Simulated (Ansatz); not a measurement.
GaN (P6_3mc), r2SCAN with spin-orbit coupling, rigid bands (Ansatz, a first-principles code): Condition of this run: biaxial stress in the c plane of 4 GPa (compression positive) (the target of the relaxation). band gap 2.39 eV, N_c = 2.21e18 cm⁻³ and N_v = 7.80e19 cm⁻³ at 300 K, conductivity masses along z (a = (3.15, 0.00, 0.00) Å; b = (-1.58, 2.73, 0.00) Å; c = (0.00, 0.00, 5.21) Å) of 0.179 mₑ (electrons) and 2.00 mₑ (holes). Take k_BT = 0.02585 eV.

**Question.** What thermal injection velocity √(2k_BT/πm) limits a ballistic channel along the direction named?

**Answer.** 1.27e7 cm/s for electrons and 3.80e6 cm/s for holes, a ratio of √(m_h/m_e) = 3.34, for dilute carriers.

**Question.** What built-in voltage has an abrupt junction with N_A = 1e17 and N_D = 1e17 cm⁻³, all dopants ionised?

**Answer.** V_bi = E_g/e − (k_BT/e) ln(N_c N_v/(N_A N_D)) = 2.39 − 0.02585 × 9.75 = 2.14 V. It follows the computed gap one for one.

**Question.** Find the intrinsic carrier density and the intrinsic Fermi level.

**Answer.** n_i = √(N_c N_v) exp(−E_g/2k_BT) = 1.31e19 × exp(−46.22) = 1.1e-1 cm⁻³. The level lies (k_BT/2) ln(N_v/N_c) = 46 meV from mid-gap (positive towards the conduction band). Each 0.1 eV added to the gap lowers n_i by a factor of 6.9.

Rigid, parabolic bands with the computed gap; masses take one relaxation time for all states. Geometry: cell and atoms relaxed with PBEsol.
